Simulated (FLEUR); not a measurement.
**Equation of state of Ga (space group 64): energy against volume (FLEUR, LDA)**

```
CELL_PARAMETERS angstrom
      2.17210    -3.68104     0.00000
      2.17210     3.68104     0.00000
      0.00000     0.00000     4.35381
ATOMIC_POSITIONS crystal
  Ga 0.15490 0.84510 0.91900
  Ga 0.34510 0.65490 0.41900
  Ga 0.65490 0.34510 0.58100
  Ga 0.84510 0.15490 0.08100
```

Level of theory: LDA (Perdew-Zunger), all-electron FLAPW (FLEUR), scalar-relativistic valence in FLEUR. Settings: Kmax = 4.33 1/bohr; GmaxXC = 13 1/bohr; xcFunctional = pz; jspins = 1; l_soc = F; mode = hist; fermiSmearingEnergy = 0.00183747 Htr; mesh (inpgen div1-3) = 9 9 8; inpgen gamma flag = true; Gmax = 13 1/bohr; numbands = 0; maxIterBroyd = 15; imix = Anderson; alpha = 0.05; precondParam = 0; minDistance = 1e-05 me/bohr^3. The cell above is the first row's. The rows scale it uniformly. In all rows fractional positions and the k mesh are held. E is the free energy at the stated smearing, counted from the lowest row.

| V (Å^3/atom) | E (meV/atom) |
|---|---|
| 17.406 | ? |
| 17.784 | 3.90 |
| 18.162 | 0.21 |
| 18.541 | 0.00 |
| 18.919 | 2.75 |
| 19.298 | 8.28 |
| 19.676 | 16.21 |
| 20.054 | 26.14 |
| 20.433 | 38.01 |

Taking the third-order Birch-Murnaghan form, a cubic in V^(-2/3) for E over the 8 complete rows: With u = V^(-2/3) - 0.140, the rows have u = 0.006773, 0.004730, 0.002751, 0.000843, -0.001007, -0.002793, -0.004523, -0.006203. Least squares gives E = 4.955 - 2917.16·u + 397853·u² + 1461343·u³. Residuals (row less fit): -0.002, -0.003, 0.029, -0.029, -0.015, 0.036, -0.013, 0.000; standard error 0.029 (degrees of freedom: 4). Its minimum lies at u = 0.003595, so V0 = (0.143595)^(-3/2) = 18.38. There d²E/du² = 827200 and d³E/du³ = 8768000, so B0 = (4/9) × 18.38^(-7/3) × 827200 × 0.160218 = 66.1 GPa (the last factor turns the table's units into GPa), and B0' = 4 + (2/3) × 0.143595 × (8768000)/827200 = 5.0.

Q: What does the fit predict for E at V = 17.406, and how far is the calculated value from it?

A: u = 0.008891, so E = 4.955 - 2917.16 × 0.008891 + 397853 × 0.008891² + 1461343 × 0.008891³ = 11.496 meV/atom. The calculation gives 11.58 meV/atom, 0.084 meV/atom above the prediction (0.2 % of the range of E in the table). The row lies outside the fitted rows, so this is an extrapolation. From the scatter of the fitted rows alone, a prediction at this place has a standard error of 0.086 meV/atom, so the miss is 1.0 times that.

Carrying the step between the two nearest rows on in a straight line would have given 7.59, off by 3.99; series whose last step already gives the withheld value aren't shown. The scan was laid around a cell of about the measured size, scaled by a guess for this functional; axis ratios and inner coordinates come from that cell. The runs keep the symmetry of the cell, so they don't test it for distortions. Values depend on the basis (sphere radii, cutoffs, local orbitals), which need not be converged. The shape of the cell and the inner coordinates aren't relaxed, so V0 and B0 belong to this uniform scaling; a relaxed crystal lies no higher in energy and is usually softer. Cutoffs and mesh are single choices, not tested for convergence of this quantity. Series with a scatter that would blur these digits, or in which a gap closes, are not shown. Nor are scans whose minimum lies at an end fitted in this form.
